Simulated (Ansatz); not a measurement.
Structures of equal composition on the (110) surface of bcc Nb: a layer of Ru in place of the second plane; a layer of Ru in place of the third plane. The slabs share one bottom face, and each structure is named by its start. These are constructed structures in small cells; real faces may alloy, dewet or reconstruct in larger ones, and not all known structures of the face are among them. Slabs of about 12 Å with all that they carry, Fermi-Dirac smearing of 0.1 eV. Bottom of the slabs: a bare face, its two planes held. Relaxed from the named starts with such symmetry as they have, on meshes of like density; energies extrapolated to zero smearing; no spin-orbit coupling, no U. Spin-polarised runs, if any, are marked in brackets, and their order is one that fits the cell; the others ran without spin.

Computed with PBE (plane waves to 420 eV, PAW; Ansatz, a quantum-chemistry and plane-wave program).

Question: Rank these by energy per 1x1 cell (lowest first), as PBE gives it.

Answer: a layer of Ru in place of the third plane (0.000 eV), a layer of Ru in place of the second plane (0.213 eV)
